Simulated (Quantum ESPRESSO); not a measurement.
Quantum ESPRESSO run on SrMg2 (P-6m2, 6 atoms in the cell): self-consistent single point.

Method: LDA (PZ), GBRV 1.5 ultrasoft (LDA) pseudopotentials (plane waves; Quantum ESPRESSO).

```
CELL_PARAMETERS angstrom
      4.05211     0.00000     0.00000
     -2.02605     3.50923     0.00000
      0.00000     0.00000    14.95765
ATOMIC_POSITIONS crystal
  Sr 0.66667 0.33333 0.18208
  Sr 0.66667 0.33333 0.81792
  Mg 0.66667 0.33333 0.50000
  Mg 0.00000 0.00000 0.36706
  Mg 0.00000 0.00000 0.63294
  Mg 0.00000 0.00000 0.00000
```

Reference input (self-consistent single point, DFT, LDA (PZ), plane waves, GBRV 1.5 ultrasoft (LDA) pseudopotentials): ecutwfc = 40 Ry; ecutrho = 200 Ry; occupations = smearing; smearing = cold; degauss = 0.0147 Ry; potentials = {Sr: sr_lda_v1.uspp.F.UPF, Mg: mg_lda_v1.4.uspp.F.UPF}; K_POINTS = automatic 7 7 2 0 0 0; conv_thr = 1e-10 Ry; mixing_beta = 0.4. This run's input differs from it in these lines:

```diff
@@ -17,3 +17,3 @@
  smearing = 'cold',
- degauss = 0.0147,
+ degauss = 0.002205,
 /
@@ -34,3 +34,3 @@
 K_POINTS automatic
-7 7 2  0 0 0
+10 10 3  0 0 0
 CELL_PARAMETERS angstrom
```

Output (repeated stretches shortened):

```
     Self-consistent Calculation

     iteration #  1     ecut=    40.00 Ry     beta= 0.40

---- Real-time Memory Report at c_bands before calling an iterative solver
           284 MiB given to the printing process from OS
           156 MiB allocation reported by mallinfo(arena+hblkhd)
------------------

     negative rho (up, down):  1.291E-01 0.000E+00

     total energy              =    -637.60756381 Ry
     estimated scf accuracy    <       5.72129139 Ry

     iteration #  2     ecut=    40.00 Ry     beta= 0.40

---- Real-time Memory Report at c_bands before calling an iterative solver
   [... lines left out ...]
           415 MiB given to the printing process from OS
           191 MiB allocation reported by mallinfo(arena+hblkhd)
------------------

     negative rho (up, down):  1.325E-01 0.000E+00

     total energy              =    -640.58070958 Ry
     estimated scf accuracy    <          2.2E-09 Ry

     iteration # 17     ecut=    40.00 Ry     beta= 0.40

---- Real-time Memory Report at c_bands before calling an iterative solver
           415 MiB given to the printing process from OS
           191 MiB allocation reported by mallinfo(arena+hblkhd)
------------------

     negative rho (up, down):  1.325E-01 0.000E+00
     End of self-consistent calculation

     the Fermi energy is     4.5157 ev

!    total energy              =    -640.58070958 Ry
     estimated scf accuracy    <          3.3E-11 Ry
     smearing contrib. (-TS)   =      -0.00008642 Ry
     internal energy E=F+TS    =    -640.58062316 Ry

     convergence has been achieved in  17 iterations

     negative rho (up, down):  1.325E-01 0.000E+00

     Forces acting on atoms (cartesian axes, Ry/au):

     atom    1 type  1   force =     0.00000000    0.00000000    0.00245217
     atom    2 type  1   force =     0.00000000    0.00000000   -0.00245217
     atom    3 type  2   force =     0.00000000    0.00000000    0.00000000
     atom    4 type  2   force =     0.00000000   -0.00000000   -0.00588798
     atom    5 type  2   force =    -0.00000000   -0.00000000    0.00588798
   [... lines left out ...]
     Total force =     0.009020     Total SCF correction =     0.000021
   [... lines left out ...]

     negative rho (up, down):  1.325E-01 0.000E+00
          total   stress  (Ry/bohr**3)                   (kbar)     P=      -14.98
  -0.00013212   0.00000000   0.00000000          -19.44        0.00        0.00
   0.00000000  -0.00013212   0.00000000            0.00      -19.44        0.00
   0.00000000  -0.00000000  -0.00004118            0.00       -0.00       -6.06

   JOB DONE.
```

The run converged in 17 iterations. Against the reference run the free energy rises by 5.3 meV/atom, the pressure stays near -1.50 GPa while the zz stress (positive for compression) goes from -1.02 to -0.61 GPa and the largest force goes from 0.121 to 0.151 eV/Å. The full log also holds: “c_bands:  1 eigenvalues not converged”.

The starting cell comes from a database of computed structures (which also holds hypothetical and non-ambient phases and stackings), without a prior relaxation at this level.

Cost on one core of a shared machine: roughly 3 min.
